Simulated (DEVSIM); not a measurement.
Structure: Schottky contact on n-type Si, at 350 K.

```
layer (left to right)  material  thickness (μm)  Nd (cm⁻³)  τn (s)  τp (s)
---------------------  --------  --------------  ---------  ------  ------
1                            Si            5.30       2e15  4.2e-6  4.2e-6
2                            Si            2.40     7.6e17  4.2e-6  4.2e-6
```

Left contact: Schottky, work function 4.77 eV, emission velocity 2.6e6 cm/s. Right contact: ohmic. Voltage is applied to the left contact. Recombination: SRH at mid-gap, radiative. Mobility is μmin + (μ − μmin)/(1 + (N/Nref)^α).

This is a model device: material constants are rounded textbook-type values typed into the input, and sizes, dopings and lifetimes were drawn at random. Values at 300 K; Nc and Nv go as T^1.5, mobilities as T to minus their exponent, the gap by Varshni's rule with the affinity fixed. The table also holds parameters that only a changed run uses.

| parameter | Si |
|---|---|
| gap (eV) | 1.124 |
| affinity (eV) | 4.05 |
| permittivity | 11.7 |
| Nc (cm⁻³) | 2.86e19 |
| Nv (cm⁻³) | 3.1e19 |
| μn (cm²/Vs) | 1417 |
| μp (cm²/Vs) | 470 |
| μn,min | 52 |
| μp,min | 45 |
| Nref,n | 9.7e16 |
| Nref,p | 2.2e17 |
| αn | 0.68 |
| αp | 0.72 |
| T exponent of μn | 2.3 |
| T exponent of μp | 2.2 |
| B (cm³/s) | 4.7e-15 |
| Cn (cm⁶/s) | 2.8e-31 |
| Cp (cm⁶/s) | 9.9e-32 |
| Varshni α (eV/K) | 0.000473 |
| Varshni β (K) | 636 |

DEVSIM, 1D drift-diffusion, Boltzmann statistics, complete ionisation; no tunnelling, impact ionisation, image-force lowering or self-heating. Metal contacts follow the ideal Schottky-Mott rule: no Fermi-level pinning, no interface dipoles.

Base results: dark forward voltage at 1 A/cm² (V) 0.232; potential step across the device at zero bias (V) 0.604; dark forward voltage at 100 A/cm² (V) 0.523.

What follows from this one change: metal work function 4.77 → 4.67 eV?

dark forward voltage at 1 A/cm² 0.232 → 0.133 V; potential step across the device at zero bias 0.604 → 0.504 V; dark forward voltage at 100 A/cm² 0.523 → 0.446 V.

What follows from this one change: thickness of layer 1 5.3 → 1.1 μm?

dark forward voltage at 1 A/cm² little changed (0.230 V); potential step across the device at zero bias little changed (0.604 V); dark forward voltage at 100 A/cm² 0.523 → 0.407 V.

What follows from this one change: constant mobility in place of the doping-dependent one?

dark forward voltage at 1 A/cm² little changed (0.231 V); potential step across the device at zero bias little changed (0.604 V); dark forward voltage at 100 A/cm² 0.523 → 0.516 V.
